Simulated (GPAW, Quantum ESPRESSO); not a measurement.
A GPAW input for a self-consistent single point of CsGeI₃ (Cm, 5 atoms in the cell) (DFT PBEsol, plane waves, GPAW PAW datasets PBEsol (made by gpaw-setup)):

```python
from ase import Atoms
from ase.units import GPa
from gpaw import GPAW

atoms = Atoms(['Cs', 'Ge', 'I', 'I', 'I'],
              cell=[[4.334605, -4.513325, 0.000000],
                    [4.334605, 4.513325, 0.000000],
                    [-0.214724, 0.000000, 5.984779]],
              scaled_positions=[[0.084650, 0.084650, 0.416240],
                                [0.629050, 0.629050, 0.883530],
                                [0.570200, 0.570200, 0.407990],
                                [0.071200, 0.620900, 0.902120],
                                [0.620900, 0.071200, 0.902120]],
              pbc=True)

calc = GPAW(mode={'name': 'pw', 'ecut': 600},
            xc='PBEsol',
            kpts=(3, 3, 3),
            occupations={'name': 'fermi-dirac', 'width': 0.05},
            nbands=-8,
            convergence={'density': 1e-05, 'bands': -6},
            symmetry={'symmorphic': False, 'tolerance': 0.0005},
            maxiter=120)

atoms.calc = calc

energy = atoms.get_potential_energy()
print('Energy (eV):', round(energy, 6))
forces = atoms.get_forces()
print('Forces (eV/Ang):')
print(forces.round(5))
stress = atoms.get_stress()
print('Stress (GPa, Voigt):', (stress / GPa).round(4))
```

Problem. Give the Quantum ESPRESSO input for the same structure, mesh, smearing and functional.

Solution. One input that does it (others would too):

```fortran
&CONTROL
   calculation = 'scf',
   prefix = 'pwscf',
   outdir = './work',
   pseudo_dir = './',
   tprnfor = .true.,
   tstress = .true.,
/
&SYSTEM
   ibrav = 0,
   nat = 5,
   ntyp = 3,
   ecutwfc = 80,
   occupations = 'smearing',
   smearing = 'fermi-dirac',
   degauss = 0.0036749,
/
&ELECTRONS
   conv_thr = 1e-10,
/
ATOMIC_SPECIES
Cs   132.9055  Cs.upf
Ge    72.6300  Ge.upf
I    126.9045  I.upf
ATOMIC_POSITIONS {alat}
Cs    0.1029885001    0.0000000000    0.3980857868
Ge    0.8411469314    0.0000000000    0.8449950395
I     0.7759356446    0.0000000000    0.3901956087
I     0.4484507000    0.3964670377    0.8627742409
I     0.4484507000   -0.3964670377    0.8627742409
K_POINTS {automatic}
3 3 3  0 0 0
CELL_PARAMETERS {angstrom}
   4.3346050000    -4.5133250000     0.0000000000
   4.3346050000     4.5133250000     0.0000000000
  -0.2147240000     0.0000000000     5.9847790000
```

Basis, cutoffs, solver keys and any potentials are the target program's own. This input uses DFT, PBEsol, plane waves, PseudoDojo standard norm-conserving (PBESOL) pseudopotentials.

The starting cell comes from a database of computed structures (which also holds hypothetical and non-ambient phases and stackings), without a prior relaxation at this level.
